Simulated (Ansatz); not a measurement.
Start from W in the bcc (W type) structure (space group Im-3m, No. 229; a = 3.135 Å; relaxed with 0.1 eV smearing). Axes: x, y, z lie along the cube axes.

Structures relaxed with plane-wave PAW DFT at the LDA level (Ansatz, a quantum-chemistry and plane-wave program, 420 eV), no spin-orbit coupling.

Base:

Simulated powder pattern, Cu Kα1, λ = 1.54056 Å (kinematic, ideal powder, no thermal factors, no anomalous dispersion; the 10 strongest lines at most, above 2 %, up to 2θ = 90°):

```json
[
 {"2θ (°)": "40.66", "I/Imax (%)": "100", "hkl": "(110)"},
 {"2θ (°)": "58.86", "I/Imax (%)": "17", "hkl": "(200)"},
 {"2θ (°)": "74.00", "I/Imax (%)": "36", "hkl": "(211)"},
 {"2θ (°)": "88.04", "I/Imax (%)": "12", "hkl": "(220)"}
]
```

Modification: biaxial strain +3.00 %, plane normal [001], relaxed out of plane (Cartesian); in-plane vectors clamped, the third vector and the atoms free.

Task: Predict the new powder pattern.

Result: 
Simulated powder pattern, Cu Kα1, λ = 1.54056 Å (kinematic, ideal powder, no thermal factors, no anomalous dispersion; the 10 strongest lines at most, above 2 %, up to 2θ = 90°):

```csv
2θ (°),I/Imax (%),hkl
39.43,54,(110)
40.53,100,(101)
56.99,19,(200)
60.31,8.0,(002)
72.25,38,(211)
74.47,18,(112)
84.85,6.4,(220)
87.70,12,(202)
```

The indices refer to the base's conventional cell; one index is shown for lines that coincide. The space group is now I4/mmm (No. 139).

No phonon test of stability was made. All final runs are without spin polarisation.
